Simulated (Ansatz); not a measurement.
## TiO₂ (Pnma, No. 62, 12 atoms in the cell; start mp-9173; a measured phase of this formula has another space group)

All values below come from r²SCAN+rVV10 (Ansatz, an electronic-structure program, PAW).

Run with plane-wave cutoff 500 eV, 4×14×8 k mesh (along the axes of the cell as run), Fermi–Dirac smearing 0.05 eV, no spin polarisation, scalar-relativistic PAW data made under PBE.

Cell (relaxed at this level):

```xyz
12
Lattice="9.3110 0.0000 0.0000 0.0000 2.9538 0.0000 0.0000 0.0000 4.8459" Properties=species:S:1:pos:R:3 pbc="T T T"
Ti     5.9137     0.7384     2.9070
Ti     3.3973     2.2153     1.9389
Ti     8.0527     2.2153     0.4840
Ti     1.2582     0.7384     4.3619
O      4.4574     0.7384     1.3909
O      4.8536     2.2153     3.4550
O      0.1981     2.2153     3.8139
O      9.1129     0.7384     1.0321
O      2.4361     0.7384     2.9215
O      6.8748     2.2153     1.9244
O      2.2193     2.2153     0.4985
O      7.0916     0.7384     4.3474
```

```yaml
band_gap: 2.99 eV (on the SCF k mesh)
```

Note: the relaxation could not lower the start's symmetry, so the cell can be a saddle point above a distorted one.

Computed values are for the static lattice.

The result took about 21 core-minutes (a rough figure).

A start named mp-… is a Materials Project structure, which need not be a measured phase.
